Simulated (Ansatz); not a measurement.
Structures of equal composition on the (111)A surface of zinc-blende AlP (Al plane on top): 2x2 In adatom at H3; 2x2 In adatom at T4. The slabs share one bottom face, and each structure is named by its start. These are constructed structures in small cells; real faces may alloy, dewet or reconstruct in larger ones, and not all known structures of the face are among them. Slabs of about 17 Å, Fermi-Dirac smearing of 0.025 eV. Bottom of the slabs: H caps. Relaxed from the named starts with such symmetry as they have, on meshes of like density; energies extrapolated to zero smearing; spin only where a row says so; no spin-orbit coupling, no U. Brackets mark spin-polarised runs, whose order is one that fits the cell. Where a second, spin-polarised start was run, the lower counts.

The numbers are results of PBE (plane waves to 420 eV, PAW; Ansatz, a quantum-chemistry and plane-wave program), not measurements.

Q: Order them by energy per 1x1 cell (lowest first) at the level PBE.

A: 2x2 In adatom at T4 (0.000 eV, gap 0.40 eV on the mesh), 2x2 In adatom at H3 (0.054 eV, gap 0.24 eV on the mesh)
